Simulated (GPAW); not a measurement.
GPAW run on NiBi (P6_3/mmc, 4 atoms in the cell): self-consistent single point.

Level of theory: LDA (Perdew-Wang 92), GPAW PAW datasets LDA (gpaw-data 1.0.1) (plane waves; GPAW).

The change in words: lattice scaled by 0.98. Reference geometry:
```yaml
crystal:
  lattice:
    - [4.06194, 0.00000, 0.00000]
    - [-2.03097, 3.51774, 0.00000]
    - [0.00000, 0.00000, 5.17249]
  atoms:
    - { symbol: Ni, position: [0.00000, 0.00000, 0.50000] }
    - { symbol: Ni, position: [0.00000, 0.00000, 0.00000] }
    - { symbol: Bi, position: [0.33333, 0.66667, 0.25000] }
    - { symbol: Bi, position: [0.66667, 0.33333, 0.75000] }
```

Reference input (self-consistent single point, DFT LDA (Perdew-Wang 92), plane waves, GPAW PAW datasets LDA (gpaw-data 1.0.1)): mode = pw; ecut = 850 eV; xc = LDA; kpts = 10 10 7; mesh shift (steps) = 0 0 0; occupations.name = fermi-dirac; occupations.width = 0.1 eV; nbands = -12; convergence.forces = 0.001 eV/Å; symmetry.symmorphic = false; symmetry.tolerance = 0.0005; maxiter = 150. This run's input differs from it in these lines:

```diff
@@ -5,5 +5,5 @@
 atoms = Atoms(['Ni', 'Ni', 'Bi', 'Bi'],
-              cell=[[4.061936, 0.000000, 0.000000],
-                    [-2.030968, 3.517740, 0.000000],
-                    [0.000000, 0.000000, 5.172494]],
+              cell=[[3.980697, 0.000000, 0.000000],
+                    [-1.990349, 3.447385, 0.000000],
+                    [0.000000, 0.000000, 5.069044]],
               scaled_positions=[[0.000000, 0.000000, 0.500000],
```

The program printed (abridged):

```
     iter     time        total  log10-change:
                         energy   eigst   dens  force
iter:   1 --:--:--   -31.353239
iter:   2 --:--:--   -29.614134   -0.71  -1.41
iter:   3 --:--:--   -28.227351   -1.11  -1.50
iter:   4 --:--:--   -28.467543   -1.78  -1.67
iter:   5 --:--:--   -28.015998   -1.45  -1.69
iter:   6 --:--:--   -28.005172   -3.30  -2.11
iter:   7 --:--:--   -27.977564   -3.40  -2.11
iter:   8 --:--:--   -27.951414   -3.39  -2.33
iter:   9 --:--:--   -27.957584c  -4.58  -2.68
iter:  10 --:--:--   -27.954658c  -4.88  -2.58
iter:  11 --:--:--   -27.947313c  -3.78  -2.70
iter:  12 --:--:--   -27.947392c  -5.24  -3.52
iter:  13 --:--:--   -27.947380c  -6.06  -3.57
iter:  14 --:--:--   -27.947334c  -6.78  -3.70
iter:  15 --:--:--   -27.947332c  -7.70c -3.89
iter:  16 --:--:--   -27.947354c  -6.02  -3.91
iter:  17 --:--:--   -27.947348c  -6.93  -4.03c
iter:  18 --:--:--   -27.947343c  -6.77  -4.10c
iter:  19 --:--:--   -27.947345c  -7.86c -4.21c
iter:  20 --:--:--   -27.947343c  -7.64c -4.34c -16.89c
Converged after 20 iterations.

Dipole moment: (-0.000000, -0.000000, -0.000000) |e|*Ang

Energy contributions relative to reference atoms: (reference = -1251677.887089)

Kinetic:        +66.466271
Potential:      -52.032758
External:        +0.000000
XC:             -39.404496
Entropy (-ST):   -0.075668
Local:           -2.938527
SIC:             +0.000000
--------------------------
Free energy:    -27.985177
Extrapolated:   -27.947343

Showing only first 2 kpts
 Kpt  Band  Eigenvalues  Occupancy
  0    29     10.68342    0.00054
  0    30     10.68346    0.00054
  0    31     12.60528    0.00000
  0    32     12.60530    0.00000

  1    29     10.90434    0.00006
  1    30     10.90439    0.00006
  1    31     12.58647    0.00000
  1    32     12.58649    0.00000

Fermi level: 9.86260

No gap
No difference between direct/indirect transitions
Energy (eV): -27.947343

Forces in eV/Ang:
  0 Ni    0.00000    0.00000    0.00000
  1 Ni    0.00000    0.00000    0.00000
  2 Bi   -0.00000   -0.00000   -0.00000
  3 Bi   -0.00000    0.00000    0.00000

Stress tensor:
    -0.042208    -0.000000     0.000000
    -0.000000    -0.042208     0.000000
     0.000000     0.000000    -0.038621
Stress (GPa, Voigt): [-6.7624 -6.7624 -6.1878  0.      0.     -0.    ]
```

The run converged in 20 iterations. GPAW prints stress with tension positive. Against the reference run the free energy rises by 16.4 meV/atom and the pressure goes from -1.25 to 6.57 GPa.

The starting cell comes from a database of computed structures (which also holds hypothetical and non-ambient phases and stackings), without a prior relaxation at this level. Its lattice was rescaled by a random factor within 2.5 % of one. For this run, on top of that: lattice scaled by 0.98. Spin polarisation is off. With a pressure of about 7 GPa the cell is away from its equilibrium volume at this level.

Cost on one core of a shared machine: roughly 3 min.
